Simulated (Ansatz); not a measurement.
System: Pd-vacancy pair (Pd on one host Mo site, one Mo site vacant) in bcc Mo (neutral cell). Calculation: PBE, PAW (plane waves to 420 eV; Ansatz, a first-principles code).

36-site cell at the relaxed PBE lattice, a 2×2×3 k-point mesh shifted by half a step, smearing 0.10 eV, spin-restricted, no finite-size correction. Static, classical nuclei. Forms of the defect that were not tried may lie lower.

Barriers: single points on a 3×3×5 k-point mesh shifted by half a step at the bands' geometries (they differ from the bands' own by up to 0.08 eV, and are uncertain by about as much).

Relaxed starting cell (atoms counted from 1):

```
CELL_PARAMETERS angstrom
      9.48245     0.00000     0.00000
      0.00000     9.48245     0.00000
      0.00000     0.00000     6.32164
ATOMIC_POSITIONS crystal
  Pd 0.01479 0.01537 0.02590
  Mo 0.00020 0.00071 0.49667
  Mo 0.00079 0.32813 0.00388
  Mo 0.99926 0.33123 0.49841
  Mo 0.99973 0.66821 0.00106
  Mo 0.00001 0.66657 0.50167
  Mo 0.32762 0.00128 0.00399
  Mo 0.33077 0.99978 0.49827
  Mo 0.33123 0.33171 0.00040
  Mo 0.33171 0.33220 0.49672
  Mo 0.33251 0.66604 0.00194
  Mo 0.33377 0.66482 0.50244
  Mo 0.66766 0.00029 0.00111
  Mo 0.66603 0.00060 0.50160
  Mo 0.66554 0.33306 0.00191
  Mo 0.66425 0.33439 0.50256
  Mo 0.66589 0.66642 0.00385
  Mo 0.66638 0.66696 0.50199
  Mo 0.16826 0.16876 0.73957
  Mo 0.16574 0.49588 0.25080
  Mo 0.16509 0.49764 0.75118
  Mo 0.16899 0.82908 0.25501
  Mo 0.16615 0.83281 0.74954
  Mo 0.49538 0.16623 0.25080
  Mo 0.49721 0.16576 0.75115
  Mo 0.49904 0.49961 0.25127
  Mo 0.49832 0.49886 0.75168
  Mo 0.49913 0.83309 0.25107
  Mo 0.49731 0.83462 0.75210
  Mo 0.82859 0.16946 0.25498
  Mo 0.83235 0.16681 0.74962
  Mo 0.83249 0.49972 0.25111
  Mo 0.83407 0.49784 0.75218
  Mo 0.83209 0.83265 0.25352
  Mo 0.83396 0.83450 0.75016
```

End state 1 differs by these moves (Å; atoms that move under 0.08 Å are left out):

```tsv
atom	element	Δx	Δy	Δz
1	Pd	1.28	1.28	1.27
2	Mo	-0.03	-0.03	0.11
3	Mo	-0.05	0.08	-0.04
7	Mo	0.08	-0.05	-0.04
19	Mo	-0.03	-0.03	0.11
22	Mo	-0.05	0.08	-0.04
30	Mo	0.08	-0.05	-0.04
```

Estimate the forward and backward barriers to end state 1 that PBE, PAW returns for this input.

forward 0.54 eV, backward 0.54 eV; at the saddle point atom 1 has neighbours 4 Mo at 2.69, 2 Mo at 2.72, 6 Mo at 3.38 Å. The saddle point's order was not checked, and it lies on a symmetry element of the cell, where a band can be held.
